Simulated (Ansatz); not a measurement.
Cost and result by functional for the surface energy of the (21-30) surface of hcp Be in its 1x1 cell, outermost plane spacing 0.25 Å in the ideal cut, in Ansatz (plane waves, PAW). Single points on the PBE structure, on one kind of machine; costs are rough ratios of the slab run's core time (references not counted) to the cheapest single point. r2SCAN's cost holds its higher cutoff (500 against 420 eV). Differences are taken against r2SCAN for comparison alone: no measured value is at hand, so the table doesn't rank accuracy.

Slab: 30 atoms, 10.6 Å thick at the start; k 11x7x1, smearing 0.1 eV, dipole-corrected; all atoms relaxed; start symmetry kept, larger cells not searched; no spin, no spin-orbit, no U. These notes are the PBE run's.

```
functional                     relative cost  surface energy (J/m²)  less r2SCAN (J/m²)
-----------------------------  -------------  ---------------------  ------------------
LDA                                        1                   2.34                0.20
PBEsol                                     1                   2.26                0.12
RPBE                                       1                   1.94               -0.20
r2SCAN                                     2                   2.14                0.00
PBE (the relaxed run's value)              –                   2.08               -0.06
```

The values span 0.40 J/m², while the single points' costs differ by a factor of roughly 2. Differences are of unrounded values.

Ansatz is a quantum-chemistry and plane-wave program.
